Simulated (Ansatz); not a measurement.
Worked example: self-consistent single point of Ca2Si (Imm2, 3 atoms in the cell) in Ansatz (a first-principles code).

Method of the run: LDA (PW92), default PAW files made with PBE (plane waves; Ansatz).

The change in words: 1 x 1 x 1 supercell, one Ca atom moved by 0.02 angstrom along z. Reference geometry:
```
Ca2Si
1.0
    0.00000     3.56731     3.56731
    3.56731     0.00000     3.56731
    3.56731     3.56731     0.00000
Ca Si
2 1
Direct
  0.75000   0.75000   0.75000
  0.25000   0.25000   0.25000
  0.00000   0.00000   0.00000
```

Reference input (self-consistent single point, DFT, LDA (PW92), plane waves, default PAW files made with PBE): basis.ecutwfc = 420 eV; kpoints.mp_grid.grid = 6 6 6; hamiltonian.xc = lda; hamiltonian.pseudopotentials = {kind: paw} (the program's default PAW files); scf.occupations.method = fermi_dirac; scf.occupations.width = 0.05 eV. This run's input differs from it in these lines:

```diff
@@ -6,3 +6,3 @@
   atoms:
-    - { symbol: Ca, position: [0.75000000, 0.75000000, 0.75000000] }
+    - { symbol: Ca, position: [0.75280300, 0.75280300, 0.74719700] }
     - { symbol: Ca, position: [0.25000000, 0.25000000, 0.25000000] }
```

The program printed (abridged):

```
SCF iter   1: F=—  HF=-4155.295779 eV  |F-HF|=—  |Δ(HF+E_count)|=         —  Δρ=4.47e-3  dr2=1.54e-2  ethr=1.77e-3  ⟨swp⟩=7.2  Hψ=4588  notcnv=0
all-band conjugate gradients solve this SCF's bands
preconditioner: auto → none
SCF iter   2: F=—  HF=-4155.293634 eV  |F-HF|=—  |Δ(HF+E_count)|=   2.14e-3  Δρ=2.11e-3  dr2=2.34e-3  ethr=6.40e-5  ⟨swp⟩=2.3  Hψ=1398  notcnv=0
SCF iter   3: F=—  HF=-4155.293579 eV  |F-HF|=—  |Δ(HF+E_count)|=   5.47e-5  Δρ=6.15e-4  dr2=4.95e-4  ethr=9.74e-6  ⟨swp⟩=2.0  Hψ=915  notcnv=0
SCF iter   4: F=—  HF=-4155.293489 eV  |F-HF|=—  |Δ(HF+E_count)|=   9.07e-5  Δρ=1.15e-4  dr2=2.39e-5  ethr=2.06e-6  ⟨swp⟩=2.0  Hψ=916  notcnv=0
SCF iter   5: F=—  HF=-4155.293480 eV  |F-HF|=—  |Δ(HF+E_count)|=   8.34e-6  Δρ=1.75e-5  dr2=2.57e-7  ethr=9.95e-8  ⟨swp⟩=2.0  Hψ=919  notcnv=0
SCF iter   6: F=-4155.293480 eV  HF=-4155.293480 eV  |F-HF|=6.49e-9  |Δ(HF+E_count)|=   3.37e-8  Δρ=2.77e-6  dr2=1.14e-8  ethr=4.17e-10  ⟨swp⟩=5.7  Hψ=3192  notcnv=0
SCF 1 converged in 6 iterations: F = -4155.293480 eV  dr2 = 1.14e-8
Free energy (F): -4155.293480 eV
Internal energy: -4155.292958 eV  (E = F + TS)
E sigma→0 (E₀):  -4155.293219 eV
Entropy (-TS):   -0.000523 eV (-0.174 meV/atom)
Fermi energy:    5.305046 eV
--- Forces (eV/Å), atoms counted from 1 ---
  atom   1  Ca     0.00000000    -0.00000000    -0.06606992
  atom   2  Ca    -0.00000000     0.00000000     0.03307310
  atom   3  Si     0.00000000     0.00000000     0.03303020
--- Stress (GPa, compression-positive) ---
       -2.107947       0.042386      -0.000000
        0.042386      -2.107947       0.000000
       -0.000000       0.000000      -2.105309
  P = ⅓ Tr σ = -2.1071 GPa (-21.071 kbar)
  The stress holds the Pulay correction. Without it, at fixed plane waves, as pw.x and ABINIT print it: P = -2.1173 GPa
```

The run converged in 6 iterations. Against the reference run the free energy stays essentially unchanged (within 1 meV/atom), the pressure stays at -2.11 GPa, the largest force goes from 0.000 to 0.066 eV/Å and the gap on the mesh moves little (0.486 to 0.479 eV).

The starting cell comes from a database of computed structures (which also holds hypothetical and non-ambient phases and stackings), without a prior relaxation at this level. Its lattice was rescaled by up to half a per cent. For this run, on top of that: 1 x 1 x 1 supercell, one Ca atom moved by 0.02 angstrom along z. Ansatz's pressure includes its estimate of the finite-basis (Pulay) stress.

Keys are those of Ansatz 0.2.
